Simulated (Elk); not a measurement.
Band structure of SrZnSbF (P4/nmm, 8 atoms in the cell).

```
CELL_PARAMETERS angstrom
      4.35454     0.00000     0.00000
      0.00000     4.35454     0.00000
      0.00000     0.00000     9.47616
ATOMIC_POSITIONS crystal
  Sr 0.00000 0.50000 0.86010
  Sr 0.50000 0.00000 0.13990
  Zn 0.50000 0.50000 0.50000
  Zn 0.00000 0.00000 0.50000
  Sb 0.00000 0.50000 0.32098
  Sb 0.50000 0.00000 0.67902
  F  0.50000 0.50000 0.00000
  F  0.00000 0.00000 0.00000
```

Level of theory: LDA (PW92), all-electron FP-LAPW, Elk's shipped species files, default APW+lo basis in Elk.

Settings: xctype = 3; rgkmax = 7; stype = 0; swidth = 0.00499791 Ha; ngridk = 5 5 3.

The starting cell comes from a database of computed structures (which also holds hypothetical and non-ambient phases and stackings), without a prior relaxation at this level. Spin-orbit coupling is off. Values depend on the basis (sphere radii, cutoffs, local orbitals), which need not be converged. The run gives no clean gap (levels at the Fermi energy touch, overlap or are partly filled at this smearing), which alone does not show that the compound is a metal.

Levels in eV from the Fermi level, bands 47 to 54:
| point | 47 | 48 | 49 | 50 | 51 | 52 | 53 | 54 |
|---|---|---|---|---|---|---|---|---|
| Γ | -1.96 | -0.94 | -0.32 | -0.06 | -0.06 | 1.26 | 1.42 | 2.43 |
| X | -1.77 | -1.77 | -0.67 | -0.67 | 1.51 | 1.51 | 2.57 | 2.57 |
| M | -2.82 | -2.82 | -2.55 | -2.55 | 1.49 | 1.49 | 1.53 | 1.53 |
| Z | -1.95 | -1.50 | -0.28 | -0.07 | -0.07 | 1.41 | 1.96 | 2.41 |
| R | -1.60 | -1.60 | -0.66 | -0.66 | 1.39 | 1.39 | 2.51 | 2.51 |
| A | -2.84 | -2.84 | -2.54 | -2.54 | 1.50 | 1.50 | 1.81 | 1.81 |

Bands cross the Fermi level along this path, so the cell is metallic at this level.
